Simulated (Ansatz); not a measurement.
Density of states of TiRh (P4/mmm) near the Fermi level, PBEsol, rigid bands run with Ansatz (a first-principles code).

(E − E_F (eV), states/eV/cell): (-1.95, 2.12); (-1.85, 1.93); (-1.75, 1.73); (-1.65, 1.63); (-1.55, 1.50); (-1.45, 1.16); (-1.35, 0.94); (-1.25, 0.90); (-1.15, 1.00); (-1.05, 1.05); (-0.95, 1.02); (-0.85, 0.98); (-0.75, 0.99); (-0.65, 0.99); (-0.55, 1.02); (-0.45, 1.07); (-0.35, 1.17); (-0.25, 1.36); (-0.15, 1.68); (-0.05, 2.28); (0.05, 2.93); (0.15, 2.87); (0.25, 2.90); (0.35, 2.68); (0.45, 2.65); (0.55, 2.78); (0.65, 3.11); (0.75, 3.37); (0.85, 3.06); (0.95, 2.43); (1.05, 2.44); (1.15, 2.97); (1.25, 4.77); (1.35, 4.01); (1.45, 2.92); (1.55, 2.68); (1.65, 2.59); (1.75, 2.31); (1.85, 2.17)

Task: With 2 atoms a cell, what bare Sommerfeld coefficient γ = (π²/3) k_B² N(E_F) follows?

Result: N(E_F) ≈ 2.6 states/eV a cell at 300 K, so γ ≈ 3.1 mJ/(mol of atoms·K²), before electron-phonon enhancement.

Task: How far does the Fermi level move in a rigid band for 0.1 electron a cell added or removed?

Result: 36 meV and -40 meV.

A metal at this level (no band gap); rigid bands, thermally averaged at 300 K, both spins. Spin-orbit coupling is left out. Geometry: cell and atoms relaxed with PBEsol.

Formula and space group known from diffraction (Crystallography Open Database), not checked to be the room-temperature form: TiRh (P4/mmm).
